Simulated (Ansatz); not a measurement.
hcp Ti (0 0 1) on diamond (1 1 1) (film strained to the substrate, faces as cut)

A periodic stack without vacuum, hcp Ti (0 0 1) on diamond (1 1 1) (film strained to the substrate, faces as cut): substrate slab C56, film Ti12, surface cells [[-2, 2], [-2, 0]] and [[-2, -1], [-1, -2]], film strained by -0.8 and -0.8 %, faces C/C and Ti/Ti as cut (like faces can put a slab off its formula).

The start was prepared with a machine-learned potential, and the result is one local minimum, with the in-plane cell held and forces under 0.04 eV/Å; the film can end far from its bulk form.

Computed with PBE (plane waves to 420 eV, PAW; Ansatz, a quantum-chemistry and plane-wave program). No spin–orbit coupling; the runs are not spin-polarised; PBE gaps are too small against experiment. Its k-point mesh 6×6×1, Fermi–Dirac width 0.05 eV.

* **interface area**: 22.1 Å²
* **period**: 23.67 Å
* **gaps between the outermost planes at the two interfaces**: 1.83 and 1.83 Å
* **C–Ti contacts across the interfaces within 1.22 times the sum of covalent radii**: 22, mean 2.43 Å
* **hole barrier (PBE)**: 0.60 eV
* **electron barrier (PBE)**: 3.53 eV

```
CELL_PARAMETERS angstrom
      5.05093     0.00005     0.00618
      2.52548     4.37402    -0.04330
      0.13414    -0.43402    23.67453
ATOMIC_POSITIONS crystal
  C  0.97081 0.56159 0.05907
  C  0.47098 0.55981 0.05988
  C  0.97012 0.06061 0.05977
  C  0.46787 0.05862 0.06057
  C  0.30373 0.88742 0.04099
  C  0.80028 0.89522 0.03838
  C  0.30923 0.38623 0.03866
  C  0.80943 0.39247 0.03909
  C  0.62648 0.24012 0.14819
  C  0.12631 0.24085 0.14763
  C  0.62699 0.74020 0.14767
  C  0.12715 0.74079 0.14761
  C  0.96315 0.57160 0.12616
  C  0.46374 0.56847 0.12649
  C  0.96073 0.07139 0.12644
  C  0.46223 0.07052 0.12665
  C  0.28380 0.92096 0.23494
  C  0.78381 0.92073 0.23511
  C  0.28359 0.42098 0.23510
  C  0.78368 0.42086 0.23512
  C  0.61939 0.25070 0.21357
  C  0.11899 0.25136 0.21334
  C  0.61995 0.75039 0.21336
  C  0.11950 0.75079 0.21336
  C  0.94064 0.60119 0.32226
  C  0.44087 0.60125 0.32220
  C  0.94076 0.10129 0.32218
  C  0.44070 0.10133 0.32227
  C  0.27654 0.93124 0.30047
  C  0.77653 0.93104 0.30055
  C  0.27633 0.43127 0.30055
  C  0.77653 0.43119 0.30050
  C  0.59817 0.28177 0.40938
  C  0.09721 0.28177 0.40940
  C  0.59779 0.78167 0.40940
  C  0.09792 0.78149 0.40918
  C  0.93340 0.61156 0.38766
  C  0.43365 0.61160 0.38763
  C  0.93357 0.11151 0.38760
  C  0.43341 0.11172 0.38780
  C  0.25386 0.96141 0.49627
  C  0.75680 0.96142 0.49625
  C  0.25474 0.46204 0.49613
  C  0.75372 0.46376 0.49660
  C  0.59073 0.29208 0.47507
  C  0.09012 0.29209 0.47510
  C  0.59020 0.79276 0.47514
  C  0.09096 0.79143 0.47454
  C  0.91501 0.64274 0.58413
  C  0.40674 0.64303 0.58429
  C  0.90989 0.14796 0.58379
  C  0.41494 0.13817 0.58172
  C  0.24695 0.97356 0.56283
  C  0.74772 0.97340 0.56282
  C  0.24880 0.46961 0.56226
  C  0.74588 0.47513 0.56374
  Ti 0.04007 0.86775 0.66210
  Ti 0.71251 0.52954 0.66179
  Ti 0.35235 0.23051 0.66964
  Ti 0.72148 0.21614 0.76007
  Ti 0.36487 0.86186 0.76098
  Ti 0.01024 0.57579 0.76156
  Ti 0.00437 0.89593 0.86529
  Ti 0.69972 0.54535 0.86292
  Ti 0.35691 0.24242 0.85854
  Ti 0.66340 0.25056 0.96054
  Ti 0.35521 0.93436 0.95366
  Ti 0.00360 0.56591 0.96095
```
